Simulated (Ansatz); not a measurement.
Take NiGe (space group Pnma, No. 62; a = 5.4074 Å, b = 3.4734 Å, c = 5.8467 Å; non-magnetic) as the base.

(Cell as relaxed with PBE.)

Levels (all Ansatz, a first-principles code, PAW): PBE (420 eV, scalar-relativistic without spin-orbit coupling); r2SCAN (500 eV, no spin-orbit coupling).

Each level relaxes its own structure.

| quantity | PBE | r2SCAN |
|---|---|---|
| volume per atom | 13.73 Å³ | 13.29 Å³ |
| space group | Pnma (No. 62) | Pnma (No. 62) |
| band gap | zero | zero |

PBE's volume per atom lies 0.44 Å³ above r2SCAN's (3.3 %); the two agree on the space group and band gap. Neither level is exact; r2SCAN is the comparison here, not a measurement.

No phonon test of stability was made. Seeded moments were not kept for the base. All final runs are without spin polarisation.
